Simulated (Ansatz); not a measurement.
CdSe: energy against volume

CdSe (zinc blende, F-43m, 27.101 Å³/atom and stress up to 0.01 GPa in the relaxed cell, cube axes along x, y and z) under an equal strain ε along all three axes. LDA in Ansatz, a plane-wave DFT program (PAW, default set), 420 eV, 10×10×10 Γ-centred mesh, Fermi-Dirac smearing 0.05 eV; ions are relaxed, or left where forces stay under 0.02 eV/Å, within the symmetry of each cell.

Here V stands for volume and E for E less E0.

```csv
volume (Å³/atom),E less E0 (meV/atom),pressure (GPa)
25.5072,19.05,4.05
25.8997,10.52,2.93
26.2961,4.59,1.88
26.6965,1.13,0.91
27.1010,0.00,0.00
27.5095,1.08,-0.83
27.9222,4.24,-1.61
28.3389,9.37,-2.33
28.7598,16.37,-2.99
29.6140,?,?
```

Task: Fit E against V with the third-order Birch-Murnaghan form, a cubic in V^(-2/3), and predict the withheld value at V = 29.6140.

Result: With u = V^(-2/3) - 0.1109, the rows have u = 0.0045050, 0.0033361, 0.0021852, 0.0010516, -0.0000651, -0.0011651, -0.0022490, -0.0033167, -0.0043690. Least squares gives E = 0.005 + 122.3·u + 898076·u² + 2932196·u³. Residuals (row less fit): -0.001, 0.003, -0.001, 0.000, -0.001, 0.003, 0.001, -0.002, 0.001; standard error 0.002 (degrees of freedom: 5). Its minimum lies at u = -0.0000681, so V0 = (0.1108319)^(-3/2) = 27.10. There d²E/du² = 1795000 and d³E/du³ = 1.759e7, so B0 = (4/9) × 27.10^(-7/3) × 1795000 × 0.160218 = 57.9 GPa (the last factor turns the table's units into GPa), and B0' = 4 + (2/3) × 0.1108319 × (1.759e7)/1795000 = 4.7. B0' rests on the cubic coefficient alone and has a standard error of 0.1 from these residuals. At the withheld row, u = -0.0064275, so E = 0.005 + 122.3 × (-0.0064275) + 898076 × (-0.0064275)² + 2932196 × (-0.0064275)³ = 35.542 meV/atom. The calculation gives 35.56 meV/atom, 0.018 meV/atom above the prediction (0.1 % of the range of E in the table). The row lies outside the fitted rows, so this is an extrapolation. The scatter of the fitted rows lies at the last printed digit.

Other structures, which can take over under pressure, weren't tried. The same form fitted to the pressure column gives B0' = 4.7; series where the two differ by over 0.4 aren't shown. CdSe stands in this structure, whereas wurtzite is the usual form. Rows are the converged runs of the series near zero and its far end, less any whose ions stayed unrelaxed beside relaxed ones; series whose fitted rows scatter by over a few per cent of the range, as at a crossing or softening among them, aren't shown in this form.
